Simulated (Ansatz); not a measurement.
Start from KCl in the rock salt structure (space group Fm-3m, No. 225; a = 6.243 Å). Axes: x, y, z lie along the cube axes.

Level of theory: DFT with PBEsol, PAW potentials and a 420 eV plane-wave cutoff in Ansatz (a quantum-chemistry and plane-wave program), no spin-orbit coupling.

Strains are applied to the cell and any free atomic positions relax; under biaxial strain the out-of-plane vector relaxes too.

One change was made to it. Results:

The energy grows by 1.0 meV/atom; the band gap rises by 0.052 eV (5.10 eV → 5.16 eV); the valence-band top at Γ (three highest levels, from the VBM) changes from 0.00, 0.00, 0.00 eV to 0.00, 0.00, -0.01 eV; the gap character remains direct at Γ.

Problem. Which of these changes matches the shifts?
A) biaxial strain −2.00 %, plane normal [001], relaxed out of plane
B) biaxial strain −1.00 %, plane normal [001], relaxed out of plane
C) biaxial strain −3.00 %, plane normal [001], relaxed out of plane

Solution. B, biaxial strain −1.00 %, plane normal [001], relaxed out of plane. For comparison, the band gap in the other runs: biaxial strain −2.00 %, plane normal [001], relaxed out of plane gives 5.21 eV; biaxial strain −3.00 %, plane normal [001], relaxed out of plane gives 5.26 eV.

Whether these cells are dynamically stable was not tested. Labels are those of the standard path for the cell's own space group.
